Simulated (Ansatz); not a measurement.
```
CELL_PARAMETERS angstrom
      0.00000     3.02439     3.02439
      3.02439     0.00000     3.02439
      3.02439     3.02439     0.00000
ATOMIC_POSITIONS crystal
  Sb 0.25000 0.25000 0.25000
  Ga 0.00000 0.00000 0.00000
```

At this level the gap is small or closed, and a narrow smearing was used.  Spin-orbit coupling is not included.

Q: List the harmonic phonon frequencies (cm⁻¹; finite displacements on a 6×6×6 mesh, LDA in Ansatz, a program for electronic structure, k mesh 12×12×12, fermi-dirac smearing of 0.03 eV) at q = (0.000, 0.167, -0.333), (0.000, 0.000, 0.333), (0.000, 0.000, -0.500), in fractions of this cell's reciprocal vectors. At Γ leave out the LO-TO shift.

A: 
- (0.000, 0.167, -0.333): 51, 68, 130, 197, 215, 220
- (0.000, 0.000, 0.333): 41, 41, 127, 214, 219, 219
- (0.000, 0.000, -0.500): 43, 43, 154, 201, 219, 219

The PAW data sets were generated under PBE and serve the other functionals too.
